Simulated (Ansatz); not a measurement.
Take SrTiO3 in the cubic perovskite structure (space group Pm-3m, No. 221; a = 3.9075 Å) as the base.

Level of theory: r2SCAN, PAW, 500 eV (Ansatz, an electronic-structure program; scalar-relativistic without spin-orbit coupling), earlier PAW set.

For the base:

| Quantity | Result |
|---|---|
| Volume per atom | 11.93 Å³ |

It is then changed as follows: cell and atoms relaxed at a pressure of 3 GPa.

Q: What does the calculation give for the volume per atom and mean gap deformation potential ΔEg/Δln V after the change?

A: The volume per atom decreases by 0.18 Å³ (11.93 Å³ → 11.75 Å³); the mean gap deformation potential ΔEg/Δln V is -2.3 eV.

Load acts through the strain it causes; cell and atoms are relaxed under it. Stability against distortions was not tested. All final runs are without spin polarisation. Many cubic perovskites are stable only at high temperature; tilts and polar distortions were not tested.
